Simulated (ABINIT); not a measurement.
Band structure of Nb (Im-3m, 1 atom in the cell).

```
Nb
1.0
   -1.63400     1.63400     1.63400
    1.63400    -1.63400     1.63400
    1.63400     1.63400    -1.63400
Nb
1
Direct
  0.00000   0.00000   0.00000
```

Method of the run: PBE, norm-conserving pseudopotentials (PseudoDojo nc-sr-05 PBE standard) (plane waves; ABINIT).

Settings: pseudos = [Nb.upf]; ecut = 1116 eV; ixc = 11; occopt = 7; tsmear = 0.05 eV; ngkpt = 11 11 11; nshiftk = 1; shiftk = 0 0 0; potentials = PseudoDojo nc-sr-05 PBE standard; kptopt = 1; nstep = 80; tolvrs1 = 1e-12; ndtset = 2.

The starting cell has typed, rounded lattice constants, without a prior relaxation at this level. Its lattice was rescaled by a random factor within 2.5 % of one. Spin polarisation is off.

Levels in eV from the Fermi level, bands 3 to 10:
| point | 3 | 4 | 5 | 6 | 7 | 8 | 9 | 10 |
|---|---|---|---|---|---|---|---|---|
| Γ | -29.50 | -29.50 | -5.90 | 0.41 | 0.41 | 0.41 | 3.42 | 3.42 |
| H | -30.52 | -30.52 | -3.86 | -3.86 | 5.88 | 5.88 | 5.88 | 9.43 |
| N | -29.97 | -29.52 | -3.79 | -1.70 | 2.51 | 3.48 | 4.18 | 6.70 |
| P | -30.26 | -30.26 | -1.05 | -1.05 | -1.05 | 4.33 | 4.33 | 9.91 |

Bands cross the Fermi level along this path, so the cell is metallic at this level.
